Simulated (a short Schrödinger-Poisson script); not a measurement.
MOS inversion layer, SiO2 on p-type Si(100)

System: MOS inversion layer, SiO2 on p-type Si(100), at 400 K.

| layer | material | thickness (nm) | Na (cm⁻³) |
|---|---|---|---|
| 1 | SiO2 | 1.1 | - |
| 2 | Si | 1400 | 4.4e16 |

Constants are typed, rounded textbook-type inputs, not results; the design itself was drawn at random and stands for no fabricated device. SiO2: permittivity 3.9, conduction-band edge (eV) 3.15, gap (eV) 9, electron mass (mₑ) 0.5. Si: permittivity 11.7, conduction-band edge (eV) 0, gap (eV) 1.124, Nv at 300 K (cm⁻³) 3.1e19.

Channel valleys (confinement mass, in-plane density-of-states mass, number): Δ2 0.916, 0.19, 2; Δ4 0.19, 0.417, 4. At the gate the conduction-band edge of layer 1 lies 3.73 eV − eVg above the Fermi level of the channel; the field vanishes at the back. Gaps are held at their typed values at every temperature. Mesh 0.03 nm at interfaces.

From a short Schrödinger-Poisson script (our own, NumPy): 1D Poisson equation in equilibrium, electrons quantum, Hartree (BenDaniel-Duke, 12 states a valley, the channel's in-plane mass for all, wave functions ending at the dielectric), parabolic valleys, classical holes, full ionisation, no traps, pinning or gate leakage.

```csv
Vg (V),electrons (cm⁻²),C (μF/cm²),Δ2 E0 (meV),Δ2 E1 (meV),Δ4 E0 (meV),Δ4 E1 (meV)
0.35,5.79e9,0.100,294.7,320.3,318.3,360.9
0.45,7.29e10,0.325,204.2,232.2,230.1,275.8
0.55,4.36e11,0.941,136.3,170.2,167.7,219.0
0.65,1.17e12,1.40,94.1,136.8,134.0,192.1
0.75,2.14e12,1.68,65.6,117.5,114.4,178.7
0.85,3.24e12,1.87,44.4,105.0,101.6,171.0
0.95,4.45e12,1.99,27.4,96.0,92.4,166.1
1.05,5.72e12,2.08,13.2,89.2,85.4,162.7
1.15,7.04e12,2.15,0.8,83.6,79.8,160.1
1.25,8.40e12,2.20,-10.3,79.0,75.0,158.2
1.35,9.79e12,2.24,-20.5,75.0,70.9,156.6
```

Subbands count from the Fermi level.
